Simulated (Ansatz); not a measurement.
A constructed model of the (111) surface of fcc Cu (in the relaxation 3 Cu–Pb bonds broke), (√3x√3)R30° surface alloy, Pb on one Cu site of the top plane (bottom of the slab: a bare face, its two planes held)

Computed with PBE (plane waves to 420 eV, PAW; Ansatz, a quantum-chemistry and plane-wave program).

Slab: 18 atoms, 10.5 Å thick at the start with caps and adatoms (thin: gaps and levels are the slab's own); k 10x10x1, smearing 0.1 eV, dipole-corrected; 6 atoms held, the rest relaxed; start symmetry kept, larger cells not searched; no spin, no spin-orbit, no U. It is one candidate, not shown to be the stable structure of the face.

```
Property                                                        Value
-----------------------------  --------------------------------------
work function of the top face                                 3.77 eV
energy released by relaxation                                 1.14 eV
cost                           about 18 core-minutes (a rough figure)
```
